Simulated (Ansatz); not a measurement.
The reference is AlN in the wurtzite structure (space group P6_3mc, No. 186; a = 3.089 Å, c = 4.943 Å). Axes: x lies along a and z along c of the hexagonal cell.

Level of theory: LDA/PAW in Ansatz (an electronic-structure program), spin-orbit coupling left out.

Base values:

The band gap comes out as 4.42 eV and the width of the top valence band is 2.44 eV.

Now apply this change: the cell is compressed by 0.60 % along z with no lateral relaxation, atoms relaxed at fixed cell.

Question: What happens to the band gap?

Answer: The band gap increases by 0.02 eV, from 4.42 eV to 4.44 eV.

Question: What does the calculation give for the width of the top valence band after the change?

Answer: The width of the top valence band goes up by 0.04 eV (2.44 eV → 2.48 eV).

Question: Predict the new stress.

Answer: The stress (xx, yy, zz, yz, xz, xy; compression positive) is (0.69, 0.69, 2.21, 0.00, 0.00, 0.00) GPa.

The cells carry an imposed strain or load. Stability against distortions was not tested.
